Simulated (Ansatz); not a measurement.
Consider HgI$_{2}$ in the 2H-MoS2 type structure (space group P6_3/mmc, No. 194; a = 4.155 Å, c = 14.391 Å; a hypothetical phase, not in the database extracts checked).

Levels (all Ansatz, a quantum-chemistry and plane-wave program, PAW, earlier PAW set): r2SCAN+rVV10 (500 eV, scalar-relativistic without spin-orbit coupling); HSE06 (420 eV, no SOC).

The geometry is relaxed with r2SCAN+rVV10.

| Property | Value |
|---|---|
| r2SCAN+rVV10 lowest conduction level above the VBM at special points | M 0.66 eV; L 1.09 eV; Γ 1.10 eV |

### Question
How does going to HSE06 change the lowest conduction level above the VBM at special points?

### Answer
The lowest conduction level above the VBM at special points becomes M 1.20 eV; L 1.63 eV; Γ 1.60 eV (r2SCAN+rVV10: M 0.66 eV; L 1.09 eV; Γ 1.10 eV).

Single points use the geometry relaxed with r2SCAN+rVV10. HSE06 was sampled on its mesh, a few special points and the semilocal edge points, so its gap is an upper bound. The levels and masses belong to the bands next to the band gap. Whether these cells are dynamically stable was not tested.
